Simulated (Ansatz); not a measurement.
**CaO: response to strain**

Take CaO in the rock salt structure (space group Fm-3m, No. 225; a = 4.831 Å) as the base.

Strains are applied to the cell and any free atomic positions relax.

Level of theory: plane-wave PAW DFT at the PBE level (Ansatz, a first-principles code, 420 eV), no spin-orbit coupling.

Notes on the quantities. energy relative to the base: free energy F.

```csv
isotropic strain (%),energy relative to the base (meV/atom)
-3,41.6
-2.5,?
-1.5,9.9
-0.5,1.1
0,0.0
0.5,1.0
1,4.0
1.5,8.9
3,34.0
```

**Question.** Fit ΔE = Aε² + Bε³ (ε in %) to the rows shown and predict the withheld row.

**Answer.** Least squares on the printed values gives A = 4.20 and B = -0.14 meV/atom (largest residual 0.1 meV/atom); this predicts 28.4 meV/atom, and the run gives 28.4 meV/atom, in agreement.

Whether these cells are dynamically stable was not tested.
